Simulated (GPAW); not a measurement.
A relaxation of cell and atoms of Ir (Fm-3m, 1 atom in the cell) with GPAW.

Method of the run: PBE, GPAW PAW datasets PBE (gpaw-data 1.0.1) (plane waves; GPAW).

```
Ir
1.0
    0.00000     1.95067     1.95067
    1.95067     0.00000     1.95067
    1.95067     1.95067     0.00000
Ir
1
Direct
  0.00000   0.00000   0.00000
```

Reference input (self-consistent single point, DFT PBE, plane waves, GPAW PAW datasets PBE (gpaw-data 1.0.1)): mode = pw; ecut = 550 eV; xc = PBE; kpts = 14 14 14; mesh shift (steps) = 0 0 0; occupations.name = methfessel-paxton; occupations.width = 0.136 eV; occupations.order = 0; nbands = -5; convergence.forces = 0.001 eV/Å; symmetry.symmorphic = false; symmetry.tolerance = 0.0005. This run's input differs from it in these lines:

```diff
@@ -1,2 +1,4 @@
 from ase import Atoms
+from ase.filters import FrechetCellFilter
+from ase.optimize import BFGS
 from ase.units import GPa
@@ -16,3 +18,3 @@
             nbands=-5,
-            convergence={'forces': 0.001},
+            convergence={'forces': 0.001, 'density': 1e-05},
             symmetry={'symmorphic': False, 'tolerance': 0.0005},
@@ -21,2 +23,10 @@
 atoms.calc = calc
+
+target = FrechetCellFilter(atoms)
+
+opt = BFGS(target, logfile='-')
+converged = opt.run(fmax=0.02, steps=40)
+print('Relaxation converged:', converged)
+print('Cell:', atoms.cell.cellpar().round(4))
+print(atoms.get_scaled_positions().round(5))
```

Log, with long lists cut:

```
     iter     time        total  log10-change:
                         energy   eigst   dens  force
iter:   1 --:--:--    -9.411264
iter:   2 --:--:--    -9.414785   -1.32  -1.55
iter:   3 --:--:--    -9.422913   -1.65  -1.55
iter:   4 --:--:--    -9.416464   -3.34  -1.90
iter:   5 --:--:--    -9.426420   -1.69  -1.92
iter:   6 --:--:--    -9.374558   -2.42  -1.94
iter:   7 --:--:--    -9.374562   -4.21  -3.11
iter:   8 --:--:--    -9.374553c  -5.97  -3.00
iter:   9 --:--:--    -9.374785c  -4.27  -3.00
iter:  10 --:--:--    -9.374789c  -5.91  -3.65
iter:  11 --:--:--    -9.374811c  -5.57  -3.78
iter:  12 --:--:--    -9.374815c  -5.20  -3.64
iter:  13 --:--:--    -9.374791c  -5.85  -3.55
iter:  14 --:--:--    -9.374791c  -7.58c -4.86
iter:  15 --:--:--    -9.374791c  -9.36c -5.41c
iter:  16 --:--:--    -9.374791c -10.10c -5.43c -29.90c
Converged after 16 iterations.

Dipole moment: (0.000000, 0.000000, -0.000000) |e|*Ang

Energy contributions relative to reference atoms: (reference = -484484.849336)

Kinetic:         -0.605645
Potential:       +0.186439
External:        +0.000000
XC:              -8.749272
Entropy (-ST):   -0.013299
Local:           -0.199663
SIC:             +0.000000
--------------------------
Free energy:     -9.381440
Extrapolated:    -9.374791

Showing only first 2 kpts
 Kpt  Band  Eigenvalues  Occupancy
  0     5     10.31828    2.00000
  0     6     10.31828    2.00000
  0     7     12.79976    2.00000
  0     8     12.79976    2.00000

  1     5     10.47602    2.00000
  1     6     10.47602    2.00000
  1     7     12.55713    2.00000
  1     8     12.88225    2.00000

Fermi level: 13.82503

No gap
   [... lines left out ...]
Atomic positions and initial magnetic moments
Free energy:     -9.390454
Fermi level: 14.54882
No gap
Atomic positions and initial magnetic moments
Free energy:     -9.391706
Fermi level: 14.37516
No gap
   [... lines left out ...]
Stress tensor:
     0.000718    -0.000000    -0.000000
    -0.000000     0.000718    -0.000000
    -0.000000    -0.000000     0.000718

Forces in eV/Ang:
  0 Ir    0.00000   -0.00000   -0.00000

BFGS:    2 --:--:--       -9.391706        0.010382
Relaxation converged: True
Cell: [ 2.7344  2.7344  2.7344 60.     60.     60.    ]
[[0. 0. 0.]]
Energy (eV): -9.385204
Stress (GPa, Voigt): [ 0.1151  0.1151  0.1151 -0.     -0.     -0.    ]
```

The run converged. GPAW prints stress with tension positive. 

Summary of the result:
Free energy E − TS (from the program's reference atoms): -9.3917 eV
Fermi level (on the code's own zero): 14.38 eV
Pressure: -0.12 GPa
Final cell: a = b = c = 2.734 Å, α = β = γ = 60.00°
Final volume per atom: 14.46 Å³
Relaxation steps: 2

The starting cell comes from a database of computed structures (which also holds hypothetical and non-ambient phases and stackings), without a prior relaxation at this level. Its lattice was rescaled by a random factor within 2.5 % of one. Spin polarisation is off. The relaxation keeps the symmetry of its start, so its end need not be a minimum.
